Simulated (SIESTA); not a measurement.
## A self-consistent single point of NiP₄ (C2/c, 20 atoms in the cell) with SIESTA

Level of theory: GGA PBEsol, numerical atomic orbitals TZP, PseudoDojo PBEsol standard norm-conserving potentials (rewritten from UPF to PSML) (SIESTA).

Input:

```
# files in the folder: Ni.psml P.psml (PseudoDojo PBEsol standard)
SystemName  NiP4
SystemLabel nip4

NumberOfAtoms                20
NumberOfSpecies              2
%block ChemicalSpeciesLabel
  1 28 Ni
  2 15 P
%endblock ChemicalSpeciesLabel
LatticeConstant              1.0 Bohr
%block LatticeVectors
     5.030927155  -10.246815033    0.000000000
     5.030927155   10.246815033    0.000000000
    -1.252548270    0.000000000   21.863241201
%endblock LatticeVectors
AtomicCoordinatesFormat      Fractional
%block AtomicCoordinatesAndAtomicSpecies
     0.000000000    0.500000000    0.000000000  1
     0.500000000    0.000000000    0.500000000  1
     0.080920000    0.919080000    0.250000000  1
     0.919080000    0.080920000    0.750000000  1
     0.072880000    0.547760000    0.789330000  2
     0.927120000    0.452240000    0.210670000  2
     0.452240000    0.927120000    0.710670000  2
     0.547760000    0.072880000    0.289330000  2
     0.238530000    0.374830000    0.285200000  2
     0.761470000    0.625170000    0.714800000  2
     0.625170000    0.761470000    0.214800000  2
     0.374830000    0.238530000    0.785200000  2
     0.338060000    0.533880000    0.476680000  2
     0.661940000    0.466120000    0.523320000  2
     0.466120000    0.661940000    0.023320000  2
     0.533880000    0.338060000    0.976680000  2
     0.050210000    0.860590000    0.452320000  2
     0.949790000    0.139410000    0.547680000  2
     0.139410000    0.949790000    0.047680000  2
     0.860590000    0.050210000    0.952320000  2
%endblock AtomicCoordinatesAndAtomicSpecies

XC.functional                GGA
XC.authors                   PBEsol
PAO.BasisSize                TZP
PAO.EnergyShift              0.005 Ry
MeshCutoff                   300 Ry
%block kgrid.MonkhorstPack
    7   0   0  0.0
    0   7   0  0.0
    0   0   3  0.0
%endblock kgrid.MonkhorstPack
OccupationFunction           MP
OccupationMPOrder            0
ElectronicTemperature        0.2 eV

MaxSCFIterations             150
SCF.Mixer.Method             Pulay
SCF.Mixer.Weight             0.25
SCF.Mixer.History            8
SCF.DM.Tolerance             1.0E-04
Diag.ParallelOverK           true
WriteForces                  true
```

Output (repeated stretches shortened):

```
reinit: Reading from file input.fdf

reinit: System Name: NiP4
reinit: System Label: nip4

coor:   Atomic-coordinates input format  =     Fractional

siesta: Atomic coordinates (Bohr) and species
siesta:      2.51546   5.12341   0.00000  1        1
siesta:      1.88919  -5.12341  10.93162  1        2
siesta:      4.71779   8.58847   5.46581  1        3
siesta:      4.09152  -8.58847  16.39743  1        4
siesta:      2.13372   4.86601  17.25731  2        5
siesta:      6.67559  -4.86601   4.60593  2        6
siesta:      6.04931   4.86601  15.53755  2        7
siesta:      2.75999  -4.86601   6.32569  2        8
siesta:      2.72854   1.39664   6.23540  2        9
siesta:      6.08076  -1.39664  15.62784  2       10
siesta:      6.70704   1.39664   4.69622  2       11
siesta:      2.10227  -1.39664  17.16702  2       12
siesta:      3.78960   2.00653  10.42177  2       13
siesta:      5.01970  -2.00653  11.44147  2       14
siesta:      5.64598   2.00653   0.50985  2       15
siesta:      3.16333  -2.00653  21.35339  2       16
siesta:      4.01562   8.30381   9.88918  2       17
siesta:      4.79369  -8.30381  11.97406  2       18
siesta:      5.41996   8.30381   1.04244  2       19
siesta:      3.38934  -8.30381  20.82080  2       20

siesta: System type = bulk

initatomlists: Number of atoms, orbitals, and projectors:     20   372   360

siesta: ******************** Simulation parameters ****************************
redata: Spin configuration                          = none
redata: Time-Reversal Symmetry                      = T
redata: Number of Atomic Species                    =        2
redata: Mesh Cutoff                                 =   300.0000 Ry
redata: Net charge of the system                    =     0.0000 |e|
redata: Min. number of SCF Iter                     =        0
redata: Max. number of SCF Iter                     =      150
redata: SCF convergence failure will abort job
   [... lines left out ...]
diag: Used triangular part                          = Lower
diag: Absolute tolerance                            =  0.100E-15
diag: Orthogonalization factor                      =  0.100E-05
diag: Memory factor                                 =  1.0000

superc: Internal auxiliary supercell:     5 x     5 x     3  =      75
superc: Number of atoms, orbitals, and projectors:   1500  27900  27000

                        Single-point calculation

superc: Internal auxiliary supercell:     5 x     5 x     3  =      75
superc: Number of atoms, orbitals, and projectors:   1500  27900  27000

outcell: Unit cell vectors (Ang):
        2.662252   -5.422381    0.000000
        2.662252    5.422381    0.000000
       -0.662820    0.000000   11.569529

outcell: Cell vector modules (Ang)   :    6.040679    6.040679   11.588500
outcell: Cell angles (23,13,12) (deg):     91.4444     91.4444    127.7003
outcell: Cell volume (Ang**3)        :    334.0295
new_DM -- step:     1
Initializing Density Matrix...

Attempting to read DM from file... Failed...
DM filled with atomic data:

InitMesh: MESH = 60 x 60 x 150 = 540000
InitMesh: Mesh cutoff (required, used) =   300.000   338.395 Ry

stepf: Methfessel-Paxton step function
       Using Hermite-Gauss polynomials of order  0
        iscf     Eharris(eV)        E_KS(eV)     FreeEng(eV)     dDmax    Ef(eV) dHmax(eV)
   scf:    1   -21035.445235   -21192.651367   -21192.944391  1.781368 -3.154629 31.098918
   scf:    2   -20952.190417   -21192.353814   -21192.478741  0.600219 -4.762144 31.739706
   scf:    3   -21287.288431   -21253.047303   -21253.202396  0.335540 -4.239257 10.312208
   scf:    4   -21256.375126   -21259.682815   -21259.872933  0.089729 -3.931557  4.663204
   scf:    5   -21250.231854   -21256.176383   -21256.392823  0.066830 -3.793769  8.232917
   scf:    6   -21235.226059   -21254.683195   -21254.842697  0.125955 -4.241776  9.483655
   scf:    7   -21262.469626   -21259.427342   -21259.601891  0.043445 -4.106421  4.081415
   scf:    8   -21260.831964   -21260.284552   -21260.466402  0.014464 -4.050523  1.676254
   scf:    9   -21260.086508   -21260.404431   -21260.595652  0.015771 -3.983422  1.067974
   scf:   10   -21260.471701   -21260.473540   -21260.661023  0.007488 -4.009640  0.130468
   scf:   11   -21260.470892   -21260.473246   -21260.661267  0.001771 -4.005838  0.101017
   scf:   12   -21260.473968   -21260.473638   -21260.661555  0.000319 -4.006564  0.064599
   scf:   13   -21260.474145   -21260.473935   -21260.661726  0.000370 -4.007435  0.017865
   scf:   14   -21260.474062   -21260.474006   -21260.661741  0.000184 -4.007837  0.003190
   scf:   15   -21260.473999   -21260.474003   -21260.661742  0.000026 -4.007809  0.000608
SCF Convergence by DM+H criterion
max |DM_out - DM_in|         :     0.0000256355
max |H_out - H_in|      (eV) :     0.0006083327
SCF cycle converged after 15 iterations

Using DM_out to compute the final energy and forces

siesta: E_KS(eV) =           -21260.4740

siesta: E_KS - E_eggbox =    -21260.4740

siesta: Atomic forces (eV/Ang):
     1    0.000002    0.000001   -0.000007
     2   -0.000002    0.000001    0.000007
     3    0.000001    0.171043   -0.000002
   [... 17 lines left out ...]
   Tot   -0.000000   -0.000000   -0.000000
   Max    0.538944
   Res    0.247290    sqrt( Sum f_i^2 / 3N )
   Max    0.538944    constrained

Stress tensor Voigt[x,y,z,yz,xz,xy] (kbar):       98.33      101.74       95.19       -0.00       -2.48       -0.00
(Free)E + p*V (eV/cell)   -21281.1807
Target enthalpy (eV/cell)   -21260.6617

siesta: Program's energy decomposition (eV):
siesta: Ebs     =     -3637.914030
siesta: Eions   =     29171.803972
siesta: Ena     =      3749.666983
siesta: Ekin    =      9683.097814
siesta: Enl     =     -2454.424486
siesta: Eso     =         0.000000
siesta: Edftu   =         0.000000
siesta: DEna    =       123.461359
siesta: DUscf   =         3.078912
siesta: DUext   =         0.000000
siesta: Ex      =     -2957.467158
siesta: Ec      =      -236.083454
siesta: Exc     =     -3193.550612
siesta: Eharris =    -21260.473999
siesta: Etot    =    -21260.474003
siesta: FreeEng =    -21260.661742

siesta: Atomic forces (eV/Ang):
siesta:      1    0.000002    0.000001   -0.000007
siesta:      2   -0.000002    0.000001    0.000007
siesta:      3    0.000001    0.171043   -0.000002
siesta:      4   -0.000001   -0.171055    0.000002
siesta:      5   -0.438523    0.267390    0.088770
siesta:      6    0.438517   -0.267389   -0.088785
siesta:      7    0.438519    0.267392   -0.088753
siesta:      8   -0.438514   -0.267390    0.088768
siesta:      9   -0.358271    0.108857   -0.099306
siesta:     10    0.358275   -0.108855    0.099317
siesta:     11    0.358270    0.108856    0.099291
siesta:     12   -0.358275   -0.108855   -0.099302
siesta:     13    0.134310    0.538944   -0.049836
siesta:     14   -0.134312   -0.538944    0.049868
siesta:     15   -0.134314    0.538944    0.049834
siesta:     16    0.134315   -0.538944   -0.049866
siesta:     17    0.160466    0.377351    0.042224
siesta:     18   -0.160471   -0.377350   -0.042188
siesta:     19   -0.160468    0.377350   -0.042232
siesta:     20    0.160473   -0.377349    0.042197
siesta: ----------------------------------------
siesta:    Tot   -0.000000   -0.000000   -0.000000

siesta: Stress tensor (static) (eV/Ang**3):
siesta:     0.061375   -0.000000   -0.001550
siesta:    -0.000000    0.063498   -0.000000
siesta:    -0.001550   -0.000000    0.059412

siesta: Cell volume =        334.029533 Ang**3

siesta: Pressure (static):
siesta:                Solid            Molecule  Units
siesta:          -0.00066904         -0.00084564  Ry/Bohr**3
siesta:          -0.06142850         -0.07764273  eV/Ang**3
siesta:         -98.41930430       -124.39736165  kBar
```

The run converged in 15 iterations.

The starting cell comes from a database of computed structures (which also holds hypothetical and non-ambient phases and stackings), without a prior relaxation at this level. Its lattice was rescaled by a random factor within 2.5 % of one. Spin polarisation is off, so a magnetic state, if there is one, cannot be reached. Values carry the incompleteness of an atom-centred basis. With a pressure of about -10 GPa the cell is away from its equilibrium volume at this level.

Cost on one core of a shared machine: roughly 10 min.
